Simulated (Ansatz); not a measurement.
Abridged Ansatz (a quantum-chemistry and plane-wave program) output:

```
Relaxation: its limit of steps is 50 (relax.max_steps)
Pseudopotential: Cd, paw, valence charge 20
Crystal: 2 atoms, lattice volume = 45.088 Å³
Basis set: ecut = 420 eV, 847 PW (Γ), exchange–correlation on 48×48×80 points (8 copies of the dense FFT grid, shifted against one another)
Bands: 24, of which v1, the nominal top of the filled ones, is band 20 counted from 1 (19 counted from 0)
Symmetry: 24 space group operations
k-points: 312 of 4840
Functional: x = pbe(κ = 0.804, μ = 0.2195149727645171), c = pbe(β = 0.06672455060314922)
SCF iter   1: F=—  HF=-16508.913381 eV  |F-HF|=—  |Δ(HF+E_count)|=         —  Δρ=7.30e-4  dr2=2.29e-4  ethr=1.77e-3  ⟨swp⟩=5.6  Hψ=28558  notcnv=0
SCF iter   2: F=—  HF=-16508.913922 eV  |F-HF|=—  |Δ(HF+E_count)|=   5.41e-4  Δρ=4.84e-4  dr2=1.12e-4  ethr=5.71e-7  ⟨swp⟩=2.9  Hψ=16572  notcnv=0
SCF 1 converged in 7 iterations: F = -16508.913960 eV  dr2 = 1.69e-10
relax step   1: F+E_penalty+E_count = -16508.91395967 eV  Δ(F+E_penalty+E_count) = +0.000e0 eV  max|allowed force component| = 5.551e-17 eV/Å  Δτ_max = 0.0000 Å  (7 SCF iters, accepted)
SCF converged after 7 iterations
Free energy (F): -16508.913960 eV
Internal energy: -16508.895519 eV  (E = F + TS)
E sigma→0 (E₀):  -16508.904739 eV
Entropy (-TS):   -0.018441 eV (-9.220 meV/atom)
Fermi energy:    13.900402 eV
--- Forces (eV/Å), atoms counted from 1 ---
  atom   1  Cd     0.00000000    -0.00000000     0.00000000
  atom   2  Cd    -0.00000000     0.00000000     0.00000000
--- Stress (GPa, compression-positive) ---
        0.782592      -0.000000       0.000000
       -0.000000       0.782592       0.000000
        0.000000       0.000000       0.508708
  P = ⅓ Tr σ = 0.6913 GPa (6.913 kbar)
--- Relaxed structure (1 steps of the walk, 1 accepted, 0 SCFs on fresh bases) ---
  atoms:
    - { symbol: Cd, position: [0.6666666666666667, 0.33333333333333337, 0.7499999999999999] }
    - { symbol: Cd, position: [0.33333333333333337, 0.6666666666666667, 0.24999999999999997] }
```

What was computed, and what are the main results?

Cd, 2 atoms in the cell, with PBE (Ansatz; PAW; 420 eV plane waves; scalar-relativistic without spin-orbit coupling). The last SCF converged to F = -16508.913960 eV, or -8254.4570 eV per atom, at a pressure of 0.69 GPa. The total energy compares only with runs of the same code, potentials and settings.

The cells carry an imposed strain or load. Stability against distortions was not tested. The cell was made from Cd in the hcp (Mg type) structure (space group P6_3/mmc, No. 194) by this change: isotropic strain −0.50 %.

Keys are those of Ansatz 0.2.
